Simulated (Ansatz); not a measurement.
The structure below was relaxed with DFT with PBEsol, PAW potentials and a 420 eV plane-wave cutoff in Ansatz (a program for electronic structure), no SOC.

```yaml
crystal:
  lattice:
    - [0.00000, 2.47130, 2.47130]
    - [2.47130, 0.00000, 2.47130]
    - [2.47130, 2.47130, 0.00000]
  atoms:
    - { symbol: Bi, position: [0.00000, 0.00000, 0.00000] }
```

Q: Find the space group and the Wyckoff positions.

A: Space group Fm-3m (No. 225); a = b = c = 4.943 Å, α = β = γ = 90.00°

```json
[
 {"atom": "Bi", "site": "4a", "symmetry": "m-3m", "x": "0.0000", "y": "0.0000", "z": "0.0000"}
]
```

Q: Describe the coordination.

A: The crystal has 4 atoms in its conventional cell. Lattice parameters: a = b = c = 4.943 Å, α = β = γ = 90.00°. Bi is surrounded by 12 Bi at 3.495 Å (cuboctahedral). (Neighbours: up to the widest gap in distance over summed covalent radii, below 1.35, at either atom.)

Stability against distortions was not tested. The final runs are not spin-polarised. The cell was made from Rh by this change: Rh → Bi; the result is a hypothetical phase, not in the database extracts checked.
